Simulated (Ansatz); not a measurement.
The parent structure is MgH₂ in the rutile structure (space group P4_2/mnm, No. 136; a = 4.476 Å, c = 3.008 Å). Axes: x, y, z lie along a, b, c of the conventional cell.

Method: Ansatz (a first-principles code) PBEsol, spin-orbit coupling left out.

For the base:

- Shortest interatomic distance = 1.928 Å

One thing is altered: uniaxial strain ε_xx = +0.56 %, all other strain components held at zero; the atoms relax in the strained cell.

Problem. What does the calculation give for the stress, shortest interatomic distance and energy relative to the base after the change?

Solution. The stress (xx, yy, zz, yz, xz, xy; compression positive) comes out as (-0.41, -0.20, -0.16, 0.00, 0.00, 0.00) GPa; the shortest interatomic distance goes up by 0.005 Å to 1.933 Å; the energy stays essentially unchanged.

Stability against distortions was not tested.
